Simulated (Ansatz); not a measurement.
Worked example: relaxation of cell and atoms of RbAu5 (P6/mmm, 6 atoms in the cell) in Ansatz (a program for electronic structure).

Computed with PBEsol, default PAW files made with PBE (plane waves; Ansatz).

The change in words: atoms on their sites; basis.ecutwfc: 420 eV → 250 eV; relax: default → cell and atoms. Reference geometry:
```xyz
6
Lattice="5.8473 0.0000 0.0000 -2.9237 5.0639 0.0000 0.0000 0.0000 4.5233" Properties=species:S:1:pos:R:3 pbc="T T T"
Rb     0.0000     0.0000     0.0500
Au     2.9237     1.6880     0.0000
Au     0.0000     3.3759     0.0000
Au     2.9237     0.0000     2.2617
Au     1.4618     2.5320     2.2617
Au    -1.4618     2.5320     2.2617
```

Reference input (self-consistent single point, DFT, PBEsol, plane waves, default PAW files made with PBE): basis.ecutwfc = 420 eV; kpoints.mp_grid.grid = 5 5 5; hamiltonian.xc = pbesol; hamiltonian.pseudopotentials = {kind: paw} (the program's default PAW files); scf.occupations.method = fermi_dirac; scf.occupations.width = 0.1 eV. This run's input differs from it in these lines:

Ansatz 0.2 input:
```diff
@@ -6,3 +6,3 @@
   atoms:
-    - { symbol: Rb, position: [0.000000, 0.000000, 0.011054] }
+    - { symbol: Rb, position: [0.000000, 0.000000, 0.000000] }
     - { symbol: Au, position: [0.666667, 0.333333, 0.000000] }
@@ -13,3 +13,3 @@
 basis:
-  ecutwfc: 420.0
+  ecutwfc: 250.0
 kpoints:
@@ -25,2 +25,4 @@
     width: 0.1
+relax:
+  cell: {}
 output:
```

Output, abridged:

```
   [... SCF lines of the steps left out ...]
relax step   1: F+E_penalty+E_count = -68246.98665891 eV  Δ(F+E_penalty+E_count) = +0.000e0 eV  max|allowed force component| = 2.467e-17 eV/Å  Δτ_max = 0.0000 Å  P = -2.271 GPa  Ω = 133.937 Å³  (7 SCF iters, dr2 threshold 1.00e-7 eV, accepted)
relax step   2: F+E_penalty+E_count = -68249.20205392 eV  Δ(F+E_penalty+E_count) = -2.215e0 eV  max|allowed force component| = 1.388e-17 eV/Å  Δτ_max = 0.0000 Å  P = +19.060 GPa  Ω = 126.532 Å³  energy of the carried Pulay correction = +2.654e0 eV  [...]
   [... lines left out ...]
relax step  52: F+E_penalty+E_count = -68246.99941108 eV  Δ(F+E_penalty+E_count) = -6.198e-4 eV  max|allowed force component| = 2.544e-17 eV/Å  Δτ_max = 0.0000 Å  P = -0.011 GPa  Ω = 129.469 Å³  energy of the carried Pulay correction = +6.123e-4 eV  [...]
relax step  53: F+E_penalty+E_count = -68246.99642759 eV  Δ(F+E_penalty+E_count) = +2.983e-3 eV  max|allowed force component| = 4.086e-17 eV/Å  Δτ_max = 0.0000 Å  P = -0.016 GPa  Ω = 129.469 Å³  stress off target by 4.67e-2 GPa  SCF on the basis [...]
basis re-selected at this cell: Δ(F+E_penalty+E_count) = +2.983e-3 eV, ΔP = -0.005 GPa vs the last step
the relaxation is at rest under the 24 symmetry operations that the run kept from its start: a minimum is not shown …
Free energy (F): -68246.996428 eV
Internal energy: -68246.953326 eV  (E = F + TS)
E sigma→0 (E₀):  -68246.974877 eV
Entropy (-TS):   -0.043102 eV (-7.184 meV/atom)
Fermi energy:    14.963779 eV
--- Forces (eV/Å), atoms counted from 1 ---
  atom   1  Rb    -0.00000000    -0.00000000     0.00000000
   [... zero for the other atoms too ...]
   [... lines left out ...]
  cell:  # Å, volume = 129.4693 Å³
   [... lines left out ...]
    - { symbol: Au, position: [0.6666666666666666, 0.33333333333333337, -6.793759359340577e-35] }
    - { symbol: Au, position: [0.33333333333333326, 0.6666666666666667, 1.2931673961483131e-34] }
    - { symbol: Au, position: [0.5, -2.38507796705056e-33, 0.5] }
    - { symbol: Au, position: [0.5, 0.5, 0.5] }
    - { symbol: Au, position: [8.58590805237515e-33, 0.5, 0.5] }
```

The run converged. 

Summary of the result:
```
Quantity                                                                                               Value
-----------------------------------------------  -----------------------------------------------------------
Free energy E − TS (on the zero of these files)                                               -68246.9964 eV
Fermi level (on the code's own zero)                                                                14.96 eV
Pressure                                                                                           -0.02 GPa
Final cell                                       a = b = 5.7085 Å, c = 4.5877 Å, α = β = 90.00°, γ = 120.00°
Final volume per atom                                                                               21.58 Å³
Relaxation steps                                                                                          53
```

The starting cell comes from a database of computed structures (which also holds hypothetical and non-ambient phases and stackings), without a prior relaxation at this level. Its lattice was rescaled by up to half a per cent. The relaxation keeps the symmetry of its start, so its end need not be a minimum. Ansatz's pressure includes its estimate of the finite-basis (Pulay) stress. Without the estimate this run gives -58.41 GPa. The cutoff lies below the one recommended for these files.

Cost on one core of a shared machine: roughly 3 min.
